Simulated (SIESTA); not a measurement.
# A short convergence ladder for Ir (P6_3/mmc, 2 atoms in the cell)

```
CELL_PARAMETERS angstrom
      2.75963     0.00000     0.00000
     -1.37982     2.38991     0.00000
      0.00000     0.00000     4.47568
ATOMIC_POSITIONS crystal
  Ir 0.66667 0.33333 0.75000
  Ir 0.33333 0.66667 0.25000
```

Base method: SIESTA with LDA PW92, numerical atomic orbitals DZP, PseudoDojo LDA standard norm-conserving potentials (rewritten from UPF to PSML).

Base settings: XC.functional = LDA; XC.authors = PW92; potentials = PseudoDojo LDA standard; PAO.BasisSize = DZP; PAO.EnergyShift = 0.005 Ry; MeshCutoff = 300 Ry; kgrid.MonkhorstPack = 6 6 4; OccupationFunction = MP; OccupationMPOrder = 0; ElectronicTemperature = 0.1 eV.

Core times come from one kind of shared machine, to one figure; runs under 30 s give none.

**The force threshold of a relaxation**

On Ir (P-3m1, 2 atoms in the cell): one atom moved by 0.15 angstrom.

In this ladder: MD.TypeOfRun = FIRE; MD.Steps = 40.

The mesh stays at the base's, so the ladder's end is converged at best in this setting alone.

Only quantities that move along the ladder and can be compared are tabulated.

```csv
MD.MaxForceTol,free energy less the last step's (meV/atom),largest force left (eV/Å),relaxation steps,core time / last (rough)
0.2 eV/Ang,0.23,0.1181,5,0.5
0.1 eV/Ang,0.01,0.0242,6,0.6
0.05 eV/Ang,0.01,0.0242,6,0.5
0.03 eV/Ang,0.01,0.0242,6,0.6
0.02 eV/Ang,0.01,0.0189,9,0.7
0.01 eV/Ang,0.00,0.0069,12,1
0.005 eV/Ang,0.00,0.0027,13,1
```

Coarsest MD.MaxForceTol that holds the free energy within 0.05 meV/atom of the last step, with all finer ones: 0.1 eV/Ang; the step before is off by 0.23 meV/atom.

Coarsest MD.MaxForceTol that holds the largest force left within 0.01 eV/Å of the last step, with all finer ones: 0.01 eV/Ang; the step before is off by 0.016 eV/Å.

On the base run: the starting cell comes from a database of computed structures (which also holds hypothetical and non-ambient phases and stackings), without a prior relaxation at this level. Its lattice was rescaled by up to half a per cent. Spin polarisation is off. Values carry the incompleteness of an atom-centred basis. In the base run, with a pressure of about -19 GPa the cell is away from its equilibrium volume at this level. Without a gap this mesh is coarse (it stands for a supercell whose shortest vector is 17 Å).

Left out of this page: 2 runs of the series failed or unconverged.
